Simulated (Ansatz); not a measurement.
The reference is CaO in the rock salt structure (space group Fm-3m, No. 225; a = 4.7670 Å).

The change: a hydrostatic pressure of 0.7 GPa.

Levels (all Ansatz, a quantum-chemistry and plane-wave program, PAW): PBEsol (420 eV, no spin-orbit coupling); HSE06 (420 eV, scalar-relativistic without spin-orbit coupling).

The geometry is relaxed with PBEsol.

| Quantity | Result |
|---|---|
| PBEsol band gap | 3.54 eV |

**Question.** How does going to HSE06 change the band gap?

**Answer.** The band gap rises by 1.77 eV, from 3.54 eV to 5.31 eV.

Single points use the geometry relaxed with PBEsol. The hybrid gap comes from the SCF mesh plus the semilocal run's edge points and a few special points and is an upper bound. Load acts through the strain it causes; cell and atoms are relaxed under it. Stability against distortions was not tested. The base started in Cmce and relaxed to Fm-3m at this level.
